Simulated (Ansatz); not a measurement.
Al2Au, response to strain

The reference is Al$_{2}$Au (space group Fm-3m, No. 225; a = 6.061 Å; relaxed with 0.1 eV smearing).

Strains are applied to the cell and any free atomic positions relax.

All numbers come from PBE in Ansatz (plane waves to 420 eV, PAW, spin-orbit coupling left out).

Notes on the quantities. energy relative to the base: free energy F.

```tsv
change	energy relative to the base	shortest interatomic distance
base	0 meV/atom	2.625 Å
isotropic strain −3.00 %	+55 meV/atom	2.546 Å
isotropic strain −2.50 %	+38 meV/atom	2.559 Å
isotropic strain −1.50 %	+13 meV/atom	2.585 Å
isotropic strain −1.00 %	+5.7 meV/atom	2.598 Å
isotropic strain −0.50 %	+1.4 meV/atom	2.611 Å
isotropic strain +1.00 %	+5.2 meV/atom	2.651 Å
isotropic strain +2.00 %	+20 meV/atom	2.677 Å
isotropic strain +2.50 %	+31 meV/atom	2.690 Å
isotropic strain +3.00 %	+44 meV/atom	2.703 Å
```

Whether these cells are dynamically stable was not tested.

Ansatz is an electronic-structure program.
